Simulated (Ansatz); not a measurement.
An Ansatz (a first-principles code) run: Cu with a change (uniaxial strain ε_xx = −1.50 %); Ansatz PBEsol, no spin-orbit coupling.

Input:

Ansatz 0.2 input:
```yaml
crystal:
  lattice:
    - [0, 1.7818878279, 1.7818878279]
    - [1.7551595105, 0, 1.7818878279]
    - [1.7551595105, 1.7818878279, 0]
  atoms:
    - { symbol: Cu, position: [0, 0, 0] }
basis: { ecutwfc: 420, ecutrho_ratio: 4, xc_grid: 2, fft_grid_basis: typed }
kpoints: { mp_grid: { grid: [22, 22, 22] } }
hamiltonian:
  xc: pbesol
  dispersion: none
  pseudopotentials: { kind: paw }
scf: { occupations: { method: fermi_dirac, width: 0.05 }, convergence: { dr2_threshold: 0.0000000001 } }
relax: { f_tol: 0.005, max_steps: 50 }
output: { forces: true, stress: true }
checkpoint: { write: state.ck, write_every: 1000 }
```

Output (explanatory and most iteration lines left out):

```
Relaxation: its limit of steps is 50 (relax.max_steps)
Pseudopotential: Cu, paw, valence charge 19
Crystal: 1 atoms, lattice volume = 11.146 Å³
Basis set: ecut = 420 eV, 213 PW (Γ), exchange–correlation on 36×36×36 points (8 copies of the dense FFT grid, shifted against one another)
Bands: 14, of which v1, the nominal top of the filled ones, is band 10 counted from 1 (9 counted from 0)
Symmetry: 16 space group operations
Space group: I4/mmm (ITA 139), of the structure as read, at distance tolerance 2.2e-5 Å
k-points: 834 of 10648
Functional: x = pbesol(κ = 0.804, μ = 0.12345679012345678), c = pbesol(β = 0.046)
SCF iter   1: F=—  HF=-6588.778970 eV  |F-HF|=—  |Δ(HF+E_count)|=         —  Δρ=2.02e-2  dr2=2.32e-2  ethr=1.77e-3  ⟨swp⟩=5.6  Hψ=59079  notcnv=0
SCF iter   2: F=—  HF=-6588.773394 eV  |F-HF|=—  |Δ(HF+E_count)|=   5.58e-3  Δρ=9.97e-4  dr2=5.15e-5  ethr=1.22e-4  ⟨swp⟩=2.8  Hψ=25260  notcnv=0  defer=255
SCF 1 converged in 6 iterations: F = -6588.773395 eV  dr2 = 3.44e-13
relax step   1: F+E_penalty+E_count = -6588.77339510 eV  Δ(F+E_penalty+E_count) = +0.000e0 eV  max|allowed force component| = 0.000e0 eV/Å  Δτ_max = 0.0000 Å  (6 SCF iters, accepted)
SCF converged after 6 iterations
Free energy (F): -6588.773395 eV
Internal energy: -6588.771355 eV  (E = F + TS)
E sigma→0 (E₀):  -6588.772375 eV
Entropy (-TS):   -0.002040 eV (-2.040 meV/atom)
Fermi energy:    17.873876 eV
--- Forces (eV/Å), atoms counted from 1 ---
  atom   1  Cu     0.00000000     0.00000000     0.00000000
--- Stress (GPa, compression-positive) ---
        3.302308      -0.000000       0.000000
       -0.000000       2.338100      -0.000000
        0.000000       0.000000       2.338100
  P = ⅓ Tr σ = 2.6595 GPa (26.595 kbar)
--- Relaxed structure (1 steps of the walk, 1 accepted, 0 SCFs on fresh bases) ---
  atoms:
    - { symbol: Cu, position: [0.0, 0.0, 0.0] }
```

Without a gap, meshes like the base's 22×22×22 leave anisotropic stresses uncertain by several tenths of a GPa, and small strain energies with them. Stability against distortions was not tested. All final runs are without spin polarisation. The cell was made from Cu in the fcc (Cu type) structure (space group Fm-3m, No. 225) by this change: uniaxial strain ε_xx = −1.50 %.
